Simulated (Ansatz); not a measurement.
For Sb (model structure, started from the C4 type, I4₁32, No. 214, 4 atoms in the cell), PBEsol (Ansatz, an electronic-structure program, plane waves, PAW) gives:

equilibrium lattice constant a: 7.980 Å
bulk modulus: 21.1 GPa
cohesive energy: 2.27 eV/atom

What does r²SCAN in Ansatz (plane waves, PAW) give for the same quantities?


- lattice constant a: 8.009 Å (grows by 0.4 %)
- bulk modulus: 21.1 GPa (stays essentially unchanged)
- cohesive energy: 1.77 eV/atom (drops by 0.50 eV/atom)

Changes are worked out from the printed values.

Unless a cell is named, each level is at its own relaxed cell (PBEsol 63.52, r²SCAN 64.22 Å³/atom).

Levels without +SOC leave out spin–orbit coupling, which shifts energies and cells of such heavy elements.

Caveats: the bulk modulus is −V dP/dV from two relaxed cells at ±2 % in volume (PBEsol, r²SCAN). Ansatz's density-functional and Hartree–Fock values are scalar-relativistic unless marked +SOC, with PAW data made under PBE.

A model structure was made by putting elements into a prototype or built by hand; it is no filed structure, need not be a known phase, and can be a saddle point held by its symmetry.
